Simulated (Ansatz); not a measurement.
Output of an Ansatz run (abridged):

```
WARN basis.ecutwfc = 420 eV, the default
WARN ansatz: RAYON_NUM_THREADS=1 ignored (pool sized by the plan → 1); use --threads N
Pseudopotentials: kind: paw
Pseudopotential: Sc, paw, valence charge 11
Pseudopotential: Li, paw, valence charge 3
Crystal: 4 atoms, lattice volume = 83.708 Å³
Basis set: ecut = 420 eV, 1647 PW (Γ), exchange–correlation on 60×60×60 points (8 copies of the dense FFT grid, shifted against one another)
Bands: 22, of which v1, the nominal top of the filled ones, is band 18 counted from 1 (17 counted from 0)
Symmetry: 48 space group operations
Space group: Pm-3m (ITA 221), of the structure as read, at distance tolerance 4.4e-5 Å
k-points: 35 of 512
Initial density: superposition of atomic densities (neutral atoms: chi_scale 0, normalization atom), corrected by the library's trained network
Initial wavefunctions: pseudopotential atomic-orbital guess
Eigensolver: davidson
Functional: x = pbe(κ = 0.804, μ = 0.2195149727645171), c = pbe(β = 0.06672455060314922)
SCF iter   1: F=—  HF=-6611.089139 eV  |F-HF|=—  |Δ(HF+E_count)|=         —  Δρ=3.20e-3  dr2=1.77e-2  ethr=1.77e-3  ⟨swp⟩=4.0  Hψ=3062  notcnv=0
all-band conjugate gradients solve this SCF's bands
preconditioner: auto → Kerker (q_TF=auto, 2.370 Å⁻¹)
SCF iter   2: F=—  HF=-6611.085319 eV  |F-HF|=—  |Δ(HF+E_count)|=   3.82e-3  S|Δr|=    0.00e0  Δρ=1.64e-3  dr2=5.19e-3  ethr=4.91e-5  ⟨swp⟩=1.0  Hψ=1050  notcnv=0
SCF iter   3: F=—  HF=-6611.084222 eV  |F-HF|=—  |Δ(HF+E_count)|=   1.10e-3  S|Δr|=    0.00e0  Δρ=3.51e-4  dr2=1.24e-4  ethr=1.44e-5  ⟨swp⟩=2.0  Hψ=914  notcnv=0
SCF iter   4: F=—  HF=-6611.084199 eV  |F-HF|=—  |Δ(HF+E_count)|=   2.33e-5  S|Δr|=    0.00e0  Δρ=8.09e-5  dr2=6.58e-6  ethr=3.45e-7  ⟨swp⟩=2.0  Hψ=882  notcnv=0
SCF iter   5: F=—  HF=-6611.084069 eV  |F-HF|=—  |Δ(HF+E_count)|=   1.30e-4  S|Δr|=    0.00e0  Δρ=2.31e-5  dr2=4.10e-7  ethr=1.83e-8  ⟨swp⟩=2.1  Hψ=981  notcnv=0
SCF iter   6: F=-6611.084069 eV  HF=-6611.084069 eV  |F-HF|=1.57e-8  |Δ(HF+E_count)|=   1.02e-8  S|Δr|=    0.00e0  Δρ=4.64e-6  dr2=3.27e-8  ethr=2.78e-10  ⟨swp⟩=4.6  Hψ=2775  notcnv=0
SCF 1 converged in 6 iterations: F = -6611.084069 eV  dr2 = 3.27e-8
SCF converged after 6 iterations
Stability not checked (fill_not_monotonic)
Free energy (F): -6611.084069 eV
Harris-Foulkes:  -6611.084069 eV  (|F-HF|=1.57e-8)
Internal energy: -6611.080777 eV  (E = F + TS)
E sigma→0 (E₀):  -6611.082972 eV
Entropy (-TS):   -0.003293 eV (-0.823 meV/atom)
Fermi energy:    8.708658 eV
--- Per-component energies (eV) ---
  E_band       = -589.290669
  E_kinetic    = 807.853803
  E_local      = -2753.472671  (includes V_loc(G=0)·N_el)
  E_nonlocal   = 219.974283
  E_hartree    = 950.293816
  E_xc         = -323.812603
  E_vxc        = -401.451212  (∫ρ·V_xc dr)
  E_paw        = -2888.833990  (= ΣΔE_a)
  E_vpaw       = -362.776865  (= ΣTr[D̂ρ^β])
  E_aug_tail   = 0.000041  (compensation charges beyond the density's cutoff)
  E_ewald      = -2623.083456
  E_smearing   = -0.003293  (= −TS)
  E_closure    = 0.000000  (closes the sum)
  Σ components = -6611.084069   (vs F -6611.084069, Δ=0.00e0)
--- Forces (eV/Å), atoms counted from 1 ---
  atom   1  Sc     0.00000000    -0.00000000     0.00000000
   [... zero for the other atoms too ...]
  max |Σ_I F_I| component: 1.01e-28 eV/Å
--- Stress (GPa, compression-positive) ---
        5.245041      -0.000000      -0.000000
       -0.000000       5.245041      -0.000000
       -0.000000       0.000000       5.245041
  P = ⅓ Tr σ = 5.2450 GPa (52.450 kbar)
  The stress holds the Pulay correction. Without it, at fixed plane waves, as pw.x and ABINIT print it: P = 5.2226 GPa
--- Band table (eV; the first three rows and the last of 35) ---
  k-point 0: bands = ["-40.6748", "-40.5600", "-40.5600", "-36.2134", "-19.4976", "-19.4976", "-19.4976", "-19.2083", "-19.2083", "-19.2083", "-19.0614", "-19.0614", "-19.0614", "3.6454", "6.7512", "8.0671", "8.0671", "8.4251", "8.4251", "8.4251", [...]
  k-point 1: bands = ["-40.6709", "-40.5639", "-40.5600", "-36.2134", "-19.4881", "-19.4881", "-19.4828", "-19.2115", "-19.2115", "-19.2097", "-19.0799", "-19.0681", "-19.0681", "3.7823", "6.8242", "7.9195", "8.1957", "8.4615", "8.4615", "8.4724", [...]
  k-point 2: bands = ["-40.6601", "-40.5746", "-40.5599", "-36.2134", "-19.4625", "-19.4625", "-19.4400", "-19.2219", "-19.2219", "-19.2129", "-19.1318", "-19.0842", "-19.0842", "4.1767", "6.9313", "7.5661", "8.5534", "8.5562", "8.5562", "8.5981", [...]
  k-point 34: bands = ["-40.5974", "-40.5974", "-40.5974", "-36.2134", "-19.6689", "-19.4466", "-19.4466", "-19.4466", "-19.0857", "-19.0857", "-19.0630", "-19.0630", "-19.0630", "7.1158", "7.4218", "7.4218", "7.4218", "8.9914", "8.9914", "8.9914", [...]
```

The structure:

```xyz
4
Lattice="4.3744 0.0000 0.0000 0.0000 4.3744 0.0000 0.0000 0.0000 4.3744" Properties=species:S:1:pos:R:3 pbc="T T T"
Sc     0.0000     2.1872     2.1872
Sc     2.1872     2.1872     0.0000
Sc     2.1872     0.0000     2.1872
Li     0.0000     0.0000     0.0000
```

Q: Write an input that gives this output.

A: Other spellings and defaults could give the same log, and not every line can be read from it. The input that was run (DFT, PBE, plane waves, default PAW files):

Ansatz 0.2 input:
```yaml
# LiSc3
crystal:
  lattice:
    - [4.374445, 0.000000, 0.000000]
    - [0.000000, 4.374445, 0.000000]
    - [0.000000, 0.000000, 4.374445]
  atoms:
    - { symbol: Sc, position: [0.000000, 0.500000, 0.500000] }
    - { symbol: Sc, position: [0.500000, 0.500000, 0.000000] }
    - { symbol: Sc, position: [0.500000, 0.000000, 0.500000] }
    - { symbol: Li, position: [0.000000, 0.000000, 0.000000] }
kpoints:
  mp_grid: { grid: [8, 8, 8] }
hamiltonian:
  xc: pbe
  pseudopotentials: { kind: paw }
scf:
  occupations: { method: cold, width: 0.1 eV }
output:
  forces: true
  eigenvalues: true
  stress: true
```

The starting cell was generated: these elements placed on a structure prototype, without a prior relaxation; it need not be a known phase or ordering of this composition. With a pressure of about 5 GPa the cell is away from its equilibrium volume at this level. Ansatz's pressure includes its estimate of the finite-basis (Pulay) stress.

Ansatz is a first-principles code.
